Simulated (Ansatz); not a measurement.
```
CELL_PARAMETERS angstrom
      0.00000     2.45236     2.45236
      2.45236     0.00000     2.45236
      2.45236     2.45236     0.00000
ATOMIC_POSITIONS crystal
  Y  0.00000 0.00000 0.00000
  N  0.50000 0.50000 0.50000
```

No spin polarisation.

All numbers come from PBEsol/PAW in Ansatz (a first-principles code), spin-orbit coupling left out. Γ-centred 12×12×12 mesh, Fermi–Dirac width 0.05 eV.

Q: Predict the electron mass and band gap.

A: The electron mass comes out as 1.3 mₑ along k, 0.098 mₑ across (at X) and the band gap is 0.13 eV.

The cells carry an imposed strain or load. Effective masses come from finite differences of ±0.01 Å⁻¹. Along k means along the line from Γ to the band edge. Stability against distortions was not tested. The cell was made from YN in the rock salt structure (space group Fm-3m, No. 225) by this change: isotropic strain +1.00 %. A zero or small gap of YN can be the functional's error rather than a property of the material.
